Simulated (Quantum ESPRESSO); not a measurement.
A relaxation of the atoms of MnZn (Cm, 2 atoms in the cell) with Quantum ESPRESSO.

Level of theory: PBEsol, GBRV 1.5 ultrasoft (PBESOL) pseudopotentials (plane waves; Quantum ESPRESSO).

Input:

```fortran
&control
 calculation = 'relax'
 prefix = 'mnzn'
 outdir = './work'
 pseudo_dir = './'
 forc_conv_thr = 3.9e-03
/
&system
 ibrav = 0
 celldm(1) = 5.6007324936
 nat = 2
 ntyp = 2
 ecutwfc = 50
 ecutrho = 400
 occupations = 'smearing'
 smearing = 'gauss'
 degauss = 0.0147
 nspin = 2
 starting_magnetization(1) = 0.267
/
&electrons
 conv_thr = 1e-10
 mixing_beta = 0.4
/
&ions
/
ATOMIC_SPECIES
Mn    54.9380  mn_pbesol_v1.5.uspp.F.UPF
Zn    65.3800  zn_pbesol_v1.uspp.F.UPF
ATOMIC_POSITIONS angstrom
Mn    0.0112771829   -0.0010358411    0.0010358411
Zn    1.4706128171    1.4829258411    1.4808541589
K_POINTS automatic
9 9 9  1 1 1
CELL_PARAMETERS alat
   1.0000000000     0.0000000000     0.0000000000
   0.0000000000     1.0000000000     0.0000000000
   0.0000000000     0.0000000000     1.0000000000
```

The program printed (abridged):

```
     Self-consistent Calculation

     iteration #  1     ecut=    50.00 Ry     beta= 0.40

     total energy              =    -671.28043950 Ry
     estimated scf accuracy    <       2.38174036 Ry

     total magnetization       =     3.16 Bohr mag/cell
     absolute magnetization    =     3.30 Bohr mag/cell

     iteration #  2     ecut=    50.00 Ry     beta= 0.40

     total energy              =    -672.10408537 Ry
     estimated scf accuracy    <       1.62073367 Ry

     total magnetization       =     2.94 Bohr mag/cell
     absolute magnetization    =     3.10 Bohr mag/cell

     iteration #  3     ecut=    50.00 Ry     beta= 0.40

   [... lines left out ...]
     absolute magnetization    =     3.32 Bohr mag/cell

   [... 9 blocks of this kind left out ...]

     iteration # 13     ecut=    50.00 Ry     beta= 0.40

     total energy              =    -672.30659537 Ry
     estimated scf accuracy    <          3.0E-09 Ry

     total magnetization       =     2.85 Bohr mag/cell
     absolute magnetization    =     3.11 Bohr mag/cell

     iteration # 14     ecut=    50.00 Ry     beta= 0.40

     Magnetic moment per site  (integrated on atomic sphere of radius R)
     atom   1 (R=0.355)  charge= 13.3621  magn=  2.8326
     atom   2 (R=0.355)  charge= 18.6579  magn= -0.0412
     End of self-consistent calculation

     Number of k-points >= 100: set verbosity='high' to print the bands.

     the Fermi energy is    16.0585 ev

!    total energy              =    -672.30659537 Ry
     estimated scf accuracy    <          9.3E-11 Ry
     smearing contrib. (-TS)   =      -0.00165315 Ry
     internal energy E=F+TS    =    -672.30494223 Ry

     total magnetization       =     2.85 Bohr mag/cell
     absolute magnetization    =     3.11 Bohr mag/cell

     convergence has been achieved in  14 iterations

     Forces acting on atoms (cartesian axes, Ry/au):

     atom    1 type  1   force =    -0.00551013    0.00050701   -0.00050701
     atom    2 type  2   force =     0.00551013   -0.00050701    0.00050701

     Total force =     0.007858     Total SCF correction =     0.000007

   [... lines left out ...]
     total magnetization       =     2.85 Bohr mag/cell
     absolute magnetization    =     3.11 Bohr mag/cell
     total magnetization       =     2.85 Bohr mag/cell
     absolute magnetization    =     3.11 Bohr mag/cell
     total magnetization       =     2.85 Bohr mag/cell
     absolute magnetization    =     3.11 Bohr mag/cell
     total magnetization       =     2.85 Bohr mag/cell
     absolute magnetization    =     3.11 Bohr mag/cell
     Magnetic moment per site  (integrated on atomic sphere of radius R)
     the Fermi energy is    16.0585 ev
   [... lines left out ...]
     (criteria: energy <  1.0E-04 Ry, force <  3.9E-03 Ry/Bohr)

     End of BFGS Geometry Optimization

     Final energy             =    -672.3066898837 Ry

     File ./work/mnzn.bfgs deleted, as requested
Begin final coordinates

ATOMIC_POSITIONS (angstrom)
Mn               0.0051538554       -0.0004728275        0.0004728275
Zn               1.4767361446        1.4823628275        1.4814171725
End final coordinates

   JOB DONE.
```

The run converged. 

Summary of the result:
| Item | Result |
|---|---|
| Free energy E − TS | -9147.1985 eV |
| Fermi level (on the code's own zero) | 16.06 eV |
| Largest force (vector length) | 0.065 eV/Å |
| Size of the cell's spin moment | 2.85 μB |
| Site moments (μB, in the program's spheres or projections) | Mn 2.83, Zn -0.04 |
| Relaxation steps | 2 |

The starting cell comes from a database of computed structures (which also holds hypothetical and non-ambient phases and stackings), without a prior relaxation at this level. Its lattice was rescaled by a random factor within 2.5 % of one. For this run, on top of that: atoms moved at random. With one magnetic atom in the cell only a parallel order is possible.

Cost on one core of a shared machine: roughly 3 min.
